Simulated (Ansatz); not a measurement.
Results of rVV10 in Ansatz (PAW) for A15 V3Si (cubic form, which distorts at low temperature).

Numerical settings: plane-wave cutoff 520 eV, 12×12×12 k mesh, Fermi–Dirac smearing 0.05 eV, no spin polarisation, scalar-relativistic PAW data made under PBE.

Cell (relaxed at this level):

V$_{3}$Si is modelled in the cubic space group Pm-3n (No. 223), the A15 (Cr3Si type) structure, Pearson symbol cP8. Conventional cell: a = 4.7130 Å, b = 4.7130 Å, c = 4.7130 Å, α = 90.00°, β = 90.00°, γ = 90.00°. V on 6c has 2 V at 2.356 Å and 8 V at 2.886 Å and 4 Si at 2.635 Å. Si on 2a sees 12 V at 2.635 Å. (Neighbours: up to the widest gap in distance over summed covalent radii, below 1.35, at either atom; cation-cation and far metal-metal contacts left out.)

### Question
Give the computed bulk modulus and pressure derivative B′ of the bulk modulus.

### Answer

- bulk modulus = 193 GPa
- pressure derivative B′ of the bulk modulus = 4.1

The run finds no gap.

Measured, for comparison: bulk modulus 171 GPa (300 K, no zero-point or thermal correction, our sources range from 171 to 176; as tabulated in Lu and Klein (1997), arXiv:cond-mat/9704251). Computed (rounded) less measured: bulk modulus +13 % (+10 % to +13 % over the range).

Note: symmetry holds this phase in the static calculation, where it need not be a minimum.

Ansatz is a first-principles code.
